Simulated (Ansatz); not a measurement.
Cubic perovskite CsPbF3, treated with LDA in Ansatz (PAW).

Numerical settings: plane-wave cutoff 520 eV, 8×8×8 k mesh, Fermi–Dirac smearing 0.01 eV, scalar-relativistic PAW data made under PBE.

Response to compression and expansion:

| V (Å³/atom) | P (GPa) | direct gap at Γ (eV) | smallest gap on the k mesh (eV) |
|---|---|---|---|
| 19.877 | 3.82 | 8.264 | 2.005 |
| 20.300 | 2.39 | 8.235 | 2.121 |
| 20.723 | 1.13 | 8.201 | 2.229 |
| 21.146 | 0.00 | 8.079 | 2.330 |
| 21.569 | -1.00 | 7.961 | 2.426 |
| 21.992 | -1.89 | 7.848 | 2.515 |
| 22.415 | -2.68 | 7.738 | 2.598 |

The fundamental gap (2.33 eV at the equilibrium volume, with added k points) lies elsewhere than Γ–Γ.

Spin–orbit coupling is not included; with these elements it can move the gap by several tenths of an eV or more.

Ansatz is a first-principles code.
